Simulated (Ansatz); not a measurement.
Consider BAs in the zinc blende structure (space group F-43m, No. 216; a = 4.7826 Å). Axes: x, y, z lie along the cube axes.

The values are results of DFT with r2SCAN, PAW potentials and a 500 eV plane-wave cutoff in Ansatz (a program for electronic structure), scalar-relativistic without spin-orbit coupling, earlier PAW set, not measurements.

A first run, uniaxial strain ε_xx = +1.28 %, gives secant values C11 ≈ 290 GPa and C12 ≈ 62 GPa from its stress. A second run applies isotropic strain −0.71 %.

Question: What does linear elasticity predict for the bulk modulus −ΔP/(ΔV/V₀) in the second run, and what does the run give?

Answer: Linear elasticity: (C11 + 2 C12)/3 = 140 GPa. The run gives 150 GPa; any difference comes from nonlinear terms at these strains and numerical noise.

Stability against distortions was not tested.
